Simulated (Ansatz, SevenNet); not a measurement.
# Lattice parameter a of white tin (β-Sn): levels of theory against measurement

Reference value: 5.831 Å (measured, 293 K, no zero-point or thermal correction; as tabulated in Wikipedia's data pages).

**Question.** What do SevenNet-l3i5, LDA, PBE, rVV10, PBE0 give, and how far is each from the reference?

**Answer.** 
```
level (code)              value (Å)  difference (%)
------------------------  ---------  --------------
SevenNet-l3i5 (SevenNet)      5.933           +1.75
LDA (Ansatz)                  5.787           -0.75
PBE (Ansatz)                  5.946           +1.97
rVV10 (Ansatz)                6.014           +3.14
PBE0 (Ansatz)                 5.873           +0.72
```

The reference is not for a static lattice or low temperature, so close values are not ranked against it. Off by more than 1.25 % (a bound picked here): SevenNet-l3i5 (+1.75 %), PBE (+1.97 %), rVV10 (+3.14 %).

The measured value isn't corrected to a static lattice, so vibrations enter the comparison. A static lattice is as a rule a little smaller than the measured one.  Cutoffs and k meshes differ between the levels. Ansatz's density-functional and Hartree–Fock values are scalar-relativistic unless marked +SOC, with PAW data made under PBE.

Machine-learned potentials (SevenNet-l3i5) are trained on DFT data, which may include these solids.

Differences are worked out from the printed values.

Ansatz is a program for electronic structure.
